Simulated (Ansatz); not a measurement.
# Ansatz run on SrC2 (C2/c, 6 atoms in the cell): self-consistent single point

Method: LDA (PW92), default PAW files made with PBE (plane waves; Ansatz, a program for electronic structure).

Input:

Ansatz 0.2 input:
```yaml
crystal:
  lattice:
    - [3.54677600, -2.22691400, 0.00000000]
    - [3.54677600, 2.22691400, 0.00000000]
    - [-2.39739700, 0.00000000, 7.45146500]
  atoms:
    - { symbol: Sr, position_ang: [1.74872825, 1.43043594, 5.58859875] }
    - { symbol: Sr, position_ang: [2.94742675, -1.43043594, 1.86286625] }
    - { symbol: C, position_ang: [0.61625513, -0.65444549, 4.15501140] }
    - { symbol: C, position_ang: [4.07989987, 0.65444549, 3.29645360] }
    - { symbol: C, position_ang: [2.88120137, -0.65444549, 7.02218610] }
    - { symbol: C, position_ang: [1.81495363, 0.65444549, 0.42927890] }
basis:
  ecutwfc: 420.0
kpoints:
  mp_grid: { grid: [7, 7, 4] }
hamiltonian:
  xc: lda
  pseudopotentials: { kind: paw }
scf:
  occupations: { method: fermi_dirac, width: 0.01 }
output:
  forces: true
  eigenvalues: true
  stress: true
```

The program printed (abridged):

```
WARN ansatz: RAYON_NUM_THREADS=1 ignored (pool sized by the plan → 1); use --threads N
Pseudopotentials: kind: paw
Pseudopotential: Sr, paw, valence charge 10
Pseudopotential: C, paw, valence charge 4
Crystal: 6 atoms, lattice volume = 117.709 Å³
Basis set: ecut = 420 eV, 2261 PW (Γ)
Bands: 24, of which v1, the nominal top of the filled ones, is band 18 counted from 1 (17 counted from 0)
Symmetry: 4 space group operations
Space group: C2/c (ITA 15), of the structure as read, at distance tolerance 4.9e-5 Å
k-points: 60 of 196
PAW frozen core: Sr, regenerated for the run's functional, and the local potential with it
PAW frozen core: C, regenerated for the run's functional, and the local potential with it
Initial density: superposition of atomic densities (neutral atoms: chi_scale 0, normalization atom), corrected by the library's trained network
Initial wavefunctions: pseudopotential atomic-orbital guess
Eigensolver: davidson
Functional: x = slater, c = lda
SCF iter   1: F=—  HF=-7859.809850 eV  |F-HF|=—  |Δ(HF+E_count)|=         —  Δρ=6.44e-3  dr2=4.95e-2  ethr=1.77e-3  ⟨swp⟩=9.8  Hψ=9645  notcnv=0
all-band conjugate gradients solve this SCF's bands
preconditioner: auto → Resta (q_TF=auto, 2.239 Å⁻¹)
SCF iter   2: F=—  HF=-7859.795650 eV  |F-HF|=—  |Δ(HF+E_count)|=   1.42e-2  Δρ=2.94e-3  dr2=7.47e-3  ethr=1.37e-4  ⟨swp⟩=2.9  Hψ=2720  notcnv=0  defer=95
SCF iter   3: F=—  HF=-7859.793539 eV  |F-HF|=—  |Δ(HF+E_count)|=   2.11e-3  Δρ=6.61e-4  dr2=3.67e-4  ethr=2.08e-5  ⟨swp⟩=3.0  Hψ=2251  notcnv=0  defer=100
SCF iter   4: F=—  HF=-7859.793492 eV  |F-HF|=—  |Δ(HF+E_count)|=   4.70e-5  Δρ=9.02e-5  dr2=1.25e-5  ethr=1.02e-6  ⟨swp⟩=2.1  Hψ=2295  notcnv=0  defer=100
SCF iter   5: F=—  HF=-7859.793498 eV  |F-HF|=—  |Δ(HF+E_count)|=   5.59e-6  Δρ=2.56e-5  dr2=8.81e-7  ethr=3.47e-8  ⟨swp⟩=2.5  Hψ=2159  notcnv=0  defer=100
SCF iter   6: F=-7859.793498 eV  HF=-7859.793498 eV  |F-HF|=8.49e-10  |Δ(HF+E_count)|=   2.03e-7  Δρ=5.75e-6  dr2=4.50e-8  ethr=2.78e-10  ⟨swp⟩=12.4  Hψ=8466  notcnv=0
SCF 1 converged in 6 iterations: F = -7859.793498 eV  dr2 = 4.50e-8
SCF converged after 6 iterations
Free energy (F): -7859.793498 eV
Harris-Foulkes:  -7859.793498 eV  (|F-HF|=8.49e-10)
Internal energy: -7859.793498 eV  (E = F + TS)
E sigma→0 (E₀):  -7859.793498 eV
Fermi energy:    4.952637 eV
--- Per-component energies (eV) ---
  E_band       = -240.703243
  E_kinetic    = 832.467298
  E_local      = -1851.827590  (includes V_loc(G=0)·N_el)
  E_nonlocal   = 528.604341
  E_hartree    = 458.857522
  E_xc         = -528.184755
  E_vxc        = -553.179469  (∫ρ·V_xc dr)
  E_paw        = -5559.287806  (= ΣΔE_a)
  E_vpaw       = -114.485667  (= ΣTr[D̂ρ^β])
  E_aug_tail   = 0.000029  (compensation charges beyond the density's cutoff)
  E_ewald      = -1741.262138
  E_core_change = 0.839601  (= ΣΔE_core)
  E_smearing   = -0.000000  (= −TS)
  E_closure    = -0.000000  (closes the sum)
  Σ components = -7859.793498   (vs F -7859.793498, Δ=0.00e0)
--- Forces (eV/Å), atoms counted from 1 ---
  atom   1  Sr    -0.00000000    -0.04015575     0.00000000
  atom   2  Sr     0.00000000     0.04015575    -0.00000000
  atom   3  C     -0.07357057    -0.30553610    -0.24629401
  atom   4  C      0.07357057     0.30553610     0.24629401
  atom   5  C      0.07357057    -0.30553610     0.24629401
  atom   6  C     -0.07357057     0.30553610    -0.24629401
  max |Σ_I F_I| component: 0.00e0 eV/Å
--- Stress (GPa, compression-positive) ---
       -4.167845       0.000000      -0.218631
        0.000000      -4.992679      -0.000000
       -0.218631      -0.000000      -4.737075
  P = ⅓ Tr σ = -4.6325 GPa (-46.325 kbar)
  The stress holds the Pulay correction. Without it, at fixed plane waves, as pw.x and ABINIT print it: P = -4.8499 GPa
--- Band table (eV; the first three rows and the last of 60) ---
  k-point 0: bands = ["-28.9331", "-28.9218", "-11.2970", "-10.9625", "-10.9141", "-10.9022", "-10.8997", "-10.8834", "-7.9339", "-7.4952", "0.2851", "1.5249", "2.1889", "2.7014", "2.9517", "2.9872", "3.3934", "3.5841", "7.0535", "7.9311", "8.2652", [...]
  k-point 1: bands = ["-28.9315", "-28.9235", "-11.2527", "-11.0181", "-10.9095", "-10.9082", "-10.8929", "-10.8874", "-7.8651", "-7.5557", "0.4255", "1.2879", "2.1703", "2.6675", "2.8402", "3.2618", "3.2907", "3.6827", "7.1887", "8.1292", "8.1652", [...]
  k-point 2: bands = ["-28.9275", "-28.9275", "-11.1401", "-11.1401", "-10.9103", "-10.9103", "-10.8887", "-10.8887", "-7.7063", "-7.7063", "0.8074", "0.8074", "2.3598", "2.3598", "3.0264", "3.0264", "3.6264", "3.6264", "7.5883", "7.5883", "8.4148", [...]
  k-point 59: bands = ["-28.9128", "-28.9128", "-11.1800", "-11.1800", "-11.0308", "-11.0308", "-10.9808", "-10.9808", "-7.6146", "-7.6146", "1.0291", "1.0291", "2.0213", "2.0213", "2.6436", "2.6436", "3.5628", "3.5628", "7.4620", "7.4620", [...]
```

The run converged in 6 iterations.

The starting cell comes from a database of computed structures (which also holds hypothetical and non-ambient phases and stackings), without a prior relaxation at this level. Its lattice was rescaled by up to half a per cent. With a pressure of about -5 GPa the cell is away from its equilibrium volume at this level. Ansatz's pressure includes its estimate of the finite-basis (Pulay) stress.
